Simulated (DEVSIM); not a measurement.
Device: Ru/SiO2/n-Si capacitor, at 300 K.

```tsv
layer (left to right)	material	thickness (nm)	Nd (cm⁻³)
1	SiO2	5.20	-
2	Si	1400	1.7e17
```

Metal gate on the left, work function 4.7 eV. Fixed charge at the semiconductor interface -1.3e10 cm⁻² (in units of +e); no interface traps.

The device is made up for the run: typed textbook-type constants, with dimensions and the other settings drawn at random. Values at 300 K.

```tsv
parameter	SiO2	Si
gap (eV)	9	1.124
affinity (eV)	0.9	4.05
permittivity	3.9	11.7
Nc (cm⁻³)	-	2.86e19
Nv (cm⁻³)	-	3.1e19
```

DEVSIM, 1D Poisson equation in equilibrium, Boltzmann statistics, complete ionisation; no quantum confinement or tunnelling. Metal contacts follow the ideal Schottky-Mott rule: no Fermi-level pinning, no interface dipoles.

Tabulate band edges, carrier densities and field at -0.3 V on the gate.

Energies count from the Fermi level of the right contact; mesh points crowd at the junctions.

```tsv
x (μm)	Ec (eV)	Ev (eV)	n (cm⁻³)	p (cm⁻³)	field (V/cm)
0.000	4.100	-4.900	< 1e2	< 1e2	-500000
0.0009581	4.052	-4.948	< 1e2	< 1e2	-500000
0.002426	3.980	-5.020	< 1e2	< 1e2	-500000
0.003877	3.908	-5.093	< 1e2	< 1e2	-500000
0.005200	0.692	-0.432	6.8e7	1.7e12	-330000
0.006403	0.672	-0.452	1.5e8	7.9e11	-160000
0.008692	0.635	-0.489	6.2e8	1.9e11	-160000
0.01564	0.531	-0.593	3.4e10	3.4e9	-140000
0.02688	0.391	-0.733	7.9e12	1.5e7	-110000
0.05053	0.202	-0.922	1.1e16	10000	-49000
0.09551	0.134	-0.990	1.6e17	720	-1200
0.2322	0.133	-0.992	1.7e17	680	≈ 0
0.4684	0.133	-0.992	1.7e17	680	≈ 0
0.8531	0.133	-0.992	1.7e17	680	≈ 0
1.185	0.133	-0.992	1.7e17	680	≈ 0
1.294	0.133	-0.992	1.7e17	680	≈ 0
1.351	0.133	-0.992	1.7e17	680	≈ 0
1.378	0.133	-0.992	1.7e17	680	≈ 0
1.395	0.133	-0.992	1.7e17	680	≈ 0
1.401	0.133	-0.992	1.7e17	680	≈ 0
1.403	0.133	-0.992	1.7e17	680	≈ 0
1.405	0.133	-0.992	1.7e17	680	≈ 0
```
